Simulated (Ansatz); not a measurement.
A computed series for HfO2: pressure series

Take HfO2 in the fluorite structure (space group Fm-3m, No. 225; a = 5.098 Å) as the base.

Cell and atoms are relaxed at each pressure.

Calculations: Kohn–Sham DFT with the PBE functional, run in Ansatz (an electronic-structure program) with PAW and 420 eV plane waves, no spin-orbit coupling.

Candidates:
(a) pressure −1 GPa
(b) pressure 15 GPa
(c) pressure 4.5 GPa
(d) pressure 30 GPa

For the base:

- Band gap: 3.75 eV

Task: Order them by band gap, lowest first.

Result: (a) pressure −1 GPa (3.74 eV), (c) pressure 4.5 GPa (3.79 eV), (b) pressure 15 GPa (3.88 eV), (d) pressure 30 GPa (3.98 eV)

Spin-orbit coupling, missing from the scalar runs, can matter with Hf. Load acts through the strain it causes; cell and atoms are relaxed under it. No phonon test of stability was made. Competing high-pressure phases were not computed. This is not the structure that HfO2 has at room temperature and ambient pressure.
